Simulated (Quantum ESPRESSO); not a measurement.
Input and output of a self-consistent single point for MgS (Fm-3m, 2 atoms in the cell) (Quantum ESPRESSO).

Computed with PBE, GBRV 1.5 ultrasoft (PBE) pseudopotentials (plane waves; Quantum ESPRESSO 7.5).

```xyz
2
Lattice="-2.6044 0.0000 2.6044 0.0000 2.6044 2.6044 -2.6044 2.6044 0.0000" Properties=species:S:1:pos:R:3 pbc="T T T"
Mg     0.0000     0.0000     0.0000
S     -2.6044     2.6044     2.6044
```

Reference input (self-consistent single point, DFT, PBE, plane waves, GBRV 1.5 ultrasoft (PBE) pseudopotentials): ecutwfc = 40 Ry; ecutrho = 200 Ry; occupations = fixed; potentials = {Mg: mg_pbe_v1.4.uspp.F.UPF, S: s_pbe_v1.4.uspp.F.UPF}; K_POINTS = automatic 11 11 11 0 0 0; nbnd = 16; conv_thr = 1e-10 Ry. This run's input differs from it in these lines:

```diff
@@ -28,3 +28,3 @@
 K_POINTS {automatic}
-11 11 11  0 0 0
+10 10 10  0 0 0
```

Log, with long lists cut:

```
     Self-consistent Calculation

     iteration #  1     ecut=    40.00 Ry     beta= 0.70

     total energy              =    -149.58466391 Ry
     estimated scf accuracy    <       0.16748061 Ry

     iteration #  2     ecut=    40.00 Ry     beta= 0.70

     total energy              =    -149.62892769 Ry
     estimated scf accuracy    <       0.02591331 Ry

     iteration #  3     ecut=    40.00 Ry     beta= 0.70

     total energy              =    -149.63357854 Ry
     estimated scf accuracy    <       0.00059440 Ry

   [... 3 blocks of this kind left out ...]

     iteration #  7     ecut=    40.00 Ry     beta= 0.70

     total energy              =    -149.63363862 Ry
     estimated scf accuracy    <          1.2E-10 Ry

     iteration #  8     ecut=    40.00 Ry     beta= 0.70
     End of self-consistent calculation

     highest occupied, lowest unoccupied level (ev):     6.1979    8.9799

!    total energy              =    -149.63363862 Ry
     estimated scf accuracy    <          5.0E-12 Ry

     convergence has been achieved in   8 iterations

     Forces acting on atoms (cartesian axes, Ry/au):

     atom    1 type  1   force =     0.00000000   -0.00000000    0.00000000
     atom    2 type  2   force =     0.00000000    0.00000000   -0.00000000

     Total force =     0.000000     Total SCF correction =     0.000000

          total   stress  (Ry/bohr**3)                   (kbar)     P=        8.51
   0.00005787   0.00000000   0.00000000            8.51        0.00        0.00
   0.00000000   0.00005787  -0.00000000            0.00        8.51       -0.00
   0.00000000  -0.00000000   0.00005787            0.00       -0.00        8.51

   JOB DONE.
```

The run converged in 8 iterations. Against the reference run the free energy is nearly the same (within 1 meV/atom), the pressure stays at 0.85 GPa and the gap on the mesh goes from 2.869 to 2.782 eV.

The starting cell comes from a database of computed structures (which also holds hypothetical and non-ambient phases and stackings), without a prior relaxation at this level.
